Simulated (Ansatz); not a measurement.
# TaN: point defects

The parent structure is a 16-atom supercell of TaN in the rock salt structure (space group Fm-3m, No. 225; a = 4.4170 Å) at its relaxed geometry.

One neutral defect a cell, atoms relaxed at fixed cell.

All numbers come from Kohn–Sham DFT with the PBE functional, run in Ansatz (an electronic-structure program) with PAW and 420 eV plane waves, no spin-orbit coupling.

Candidates:
(a) H interstitial (started 1.73 Å from the nearest host atom)
(b) Sb on a N site
(c) Ta vacancy

Base values:

Pressure: 0.0 GPa

### Question
Order them by pressure, lowest first.

### Answer
(c) Ta vacancy (-9.6 GPa), (a) H interstitial (started 1.73 Å from the nearest host atom) (5.4 GPa), (b) Sb on a N site (48.2 GPa)

The cell is small, so the values are those of an ordered compound at a high defect concentration; dilute-limit values will differ. All final runs are without spin polarisation. This is not the structure that TaN has at room temperature and ambient pressure.
